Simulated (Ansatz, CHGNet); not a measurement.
**How the lattice parameter c of Si3N4 (P6₃/m, No. 176) moves with the method**

No measured value is used here.

```csv
level (code),value (Å)
CHGNet 0.3.0,2.927
LDA (Ansatz),(withheld)
PBE (Ansatz),2.926
PBE-D3(BJ) (Ansatz),2.911
r²SCAN+rVV10 (Ansatz),2.903
```

Q: What belongs in the gaps?

A: 
- LDA (Ansatz, a first-principles code), value (Å): 2.891

Cutoffs differ between the levels. Ansatz's density-functional and Hartree–Fock values are scalar-relativistic unless marked +SOC, with PAW data made under PBE.

Machine-learned potentials (CHGNet 0.3.0) are trained on DFT data: a solid inside that data is no test of them.
